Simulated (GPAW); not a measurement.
**Worked example: self-consistent single point of AlCo (Pm-3m, 2 atoms in the cell) in GPAW**

Method of the run: PBE, GPAW PAW datasets PBE (gpaw-data 1.0.1) (plane waves; GPAW 25.7.0).

Input as run:

```python
from ase import Atoms
from ase.units import GPa
from gpaw import GPAW, PW

atoms = Atoms(['Al', 'Co'],
              cell=[[2.795153, 0.000000, 0.000000],
                    [0.000000, 2.795153, 0.000000],
                    [0.000000, 0.000000, 2.795153]],
              scaled_positions=[[0.000000, 0.000000, 0.000000],
                                [0.500000, 0.500000, 0.500000]],
              pbc=True)

calc = GPAW(mode=PW(850),
            xc='PBE',
            kpts=(9, 9, 9),
            occupations={'name': 'methfessel-paxton', 'width': 0.272, 'order': 0},
            nbands=-8,
            convergence={'density': 1e-05},
            symmetry={'symmorphic': False, 'tolerance': 0.0005},
            maxiter=150)

atoms.calc = calc

energy = atoms.get_potential_energy()
print('Energy (eV):', round(energy, 6))
forces = atoms.get_forces()
print('Forces (eV/Ang):')
print(forces.round(5))
stress = atoms.get_stress()
print('Stress (GPa, Voigt):', (stress / GPa).round(4))
```

Output, abridged:

```
Input parameters:
  convergence: {density: 1e-05}
  kpts: [9 9 9]
  maxiter: 150
  mode: {ecut: 850.0,
         name: pw}
  nbands: -8
  occupations: {name: methfessel-paxton,
                order: 0,
                width: 0.272}
  symmetry: {symmorphic: False,
             tolerance: 0.0005}
  xc: PBE

species:
  Al:
    name: Aluminium
    Z: 13.0
    valence: 3
    core: 10
    charge: 0.0
    file: Al.PBE.gz

    # Using partial waves for Al as LCAO basis

  Co:
    name: Cobalt
    Z: 27.0
    valence: 9
    core: 18
    charge: 0.0
    file: Co.PBE.gz

    # Using partial waves for Co as LCAO basis

Reference energy: -44506.133171  # eV

Spin-paired calculation

Convergence criteria:
 Maximum [total energy] change in last 3 cyles: 0.0005 eV / valence electron
 Maximum integral of absolute [dens]ity change: 1e-05 electrons / valence electron
 Maximum integral of absolute [eigenst]ate change: 4e-08 eV^2 / valence electron
 Maximum number of scf [iter]ations: 150

Symmetries present (total): 48
Symmetries with fractional translations: 0
729 k-points: 9 x 9 x 9 Monkhorst-Pack grid
35 k-points in the irreducible part of the Brillouin zone
       k-points in crystal coordinates                weights
   0:     0.00000000    0.00000000    0.00000000          1/729
   1:     0.11111111    0.00000000    0.00000000          6/729
   2:     0.11111111    0.11111111    0.00000000         12/729
   [... 7 lines left out ...]
          ...
  34:     0.44444444    0.44444444    0.44444444          8/729

Wave functions: Plane wave expansion
  Cutoff energy: 850.000 eV
  Number of coefficients (min, max): 1220, 1245
  Pulay-stress correction: 0.000000 eV/Ang^3 (de/decut=0.000000)

Occupation numbers: Methfessel-Paxton:
  width: 0.2720  # eV
  order: 0

Eigensolver

Densities:
  Coarse grid: 20*20*20 grid
  Fine grid: 40*40*40 grid
  Total Charge: 0.000000

Density mixing:
  Method: separate
  Backend: pulay
  Linear mixing parameter: 0.05
  old densities: 5
  Damping of long wavelength oscillations: 50

Hamiltonian:
  XC and Coulomb potentials evaluated on a 40*40*40 grid
  External potential:
    NoExternalPotential

XC parameters: PBE with 2 nearest neighbor stencil

Number of atoms: 2
Number of atomic orbitals: 13
Number of bands in calculation: 14
Number of valence electrons: 12
Bands to converge: occupied

Density initialized from atomic densities
  13 bands from LCAO basis set
  1 band from random numbers

Atomic positions and initial magnetic moments

Positions:
   0 Al     0.000000    0.000000    0.000000    ( 0.0000,  0.0000,  0.0000)
   1 Co     1.397576    1.397576    1.397576    ( 0.0000,  0.0000,  0.0000)

Unit cell:
           periodic     x           y           z      points  spacing
  1. axis:    yes    2.795153    0.000000    0.000000    20     0.1398
  2. axis:    yes    0.000000    2.795153    0.000000    20     0.1398
  3. axis:    yes    0.000000    0.000000    2.795153    20     0.1398

  Lengths:   2.795153   2.795153   2.795153
  Angles:   90.000000  90.000000  90.000000

Effective grid spacing dv^(1/3) = 0.1398

     iter     time        total  log10-change:
                         energy   eigst   dens
iter:   1 --:--:--   -13.198219
iter:   2 --:--:--   -13.182465   -0.74  -1.28
iter:   3 --:--:--   -13.145014   -1.80  -1.30
iter:   4 --:--:--   -13.187264   -1.90  -1.35
iter:   5 --:--:--   -13.158123   -1.85  -1.58
iter:   6 --:--:--   -13.139144   -2.62  -1.95
iter:   7 --:--:--   -13.136484   -4.10  -2.15
iter:   8 --:--:--   -13.136345c  -4.35  -2.96
iter:   9 --:--:--   -13.136271c  -5.23  -3.11
iter:  10 --:--:--   -13.136272c  -6.78  -3.79
iter:  11 --:--:--   -13.136272c  -7.83c -4.76
iter:  12 --:--:--   -13.136272c  -8.65c -4.98
iter:  13 --:--:--   -13.136272c  -9.00c -5.04c

Converged after 13 iterations.

Dipole moment: (-0.000000, -0.000000, -0.000000) |e|*Ang

Energy contributions relative to reference atoms: (reference = -44506.133171)

Kinetic:        +23.992509
Potential:      -17.579988
External:        +0.000000
XC:             -19.466298
Entropy (-ST):   -0.024646
Local:           -0.070171
SIC:             +0.000000
--------------------------
Free energy:    -13.148595
Extrapolated:   -13.136272

Showing only first 2 kpts
 Kpt  Band  Eigenvalues  Occupancy
  0     4     10.03986    1.99999
  0     5     10.03986    1.99999
  0     6     17.17794    0.00000
  0     7     17.17794    0.00000

  1     4      9.90719    2.00000
  1     5     10.05454    1.99998
  1     6     15.34102    0.00000
  1     7     17.51524    0.00000

Fermi level: 10.88473

No gap
No difference between direct/indirect transitions
Energy (eV): -13.136272

Forces in eV/Ang:
  0 Al    0.00000    0.00000    0.00000
  1 Co   -0.00000   -0.00000   -0.00000

Stress tensor:
    -0.086210     0.000000     0.000000
     0.000000    -0.086210     0.000000
     0.000000     0.000000    -0.086210
Stress (GPa, Voigt): [-13.8123 -13.8123 -13.8123   0.       0.       0.    ]
```

The run converged in 13 iterations. GPAW prints stress with tension positive.

The starting cell comes from a database of computed structures (which also holds hypothetical and non-ambient phases and stackings), without a prior relaxation at this level. Its lattice was rescaled by a random factor within 2.5 % of one. Spin polarisation is off. With a pressure of about 14 GPa the cell is away from its equilibrium volume at this level.
